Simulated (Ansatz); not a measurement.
**WSi2: uniaxial strain ε_xx = −3.00 %**

The parent structure is WSi$_{2}$ (space group I4/mmm, No. 139; a = 3.202 Å, c = 7.818 Å; relaxed with 0.1 eV smearing). Axes: x, y, z lie along a, b, c of the conventional cell.

Perturbation: uniaxial strain ε_xx = −3.00 %, all other strain components held at zero, atoms relaxed at fixed cell.

Computed with PBEsol (Ansatz, an electronic-structure program), no spin-orbit coupling. Settings: 25×25×25 k-points, 0.1 eV Fermi–Dirac smearing.

```csv
quantity,base,changed,shift
volume per atom,13.36 Å³,12.96 Å³,-0.40 Å³
space group,I4/mmm (No. 139),Immm (No. 71),–
shortest interatomic distance,2.588 Å,2.581 Å,-0.007 Å
energy relative to the base (free energy F),0 meV/atom,+17 meV/atom,+17 meV/atom
band gap,zero,zero,–
"stress (xx, yy, zz, yz, xz, xy; compression positive)",–,"(14.3, 4.3, 3.4, 0.0, 0.0, 0.0) GPa",–
```

Final structure:

```yaml
crystal:
  lattice:
    - [-1.55315, 1.60119, 3.90885]
    - [1.55315, -1.60119, 3.90885]
    - [1.55315, 1.60119, -3.90885]
  atoms:
    - { symbol: Si, position: [0.66601, 0.66601, 0.00000] }
    - { symbol: Si, position: [0.33399, 0.33399, 0.00000] }
    - { symbol: W, position: [0.00000, 0.00000, 0.00000] }
```

Whether these cells are dynamically stable was not tested. The final runs are not spin-polarised.
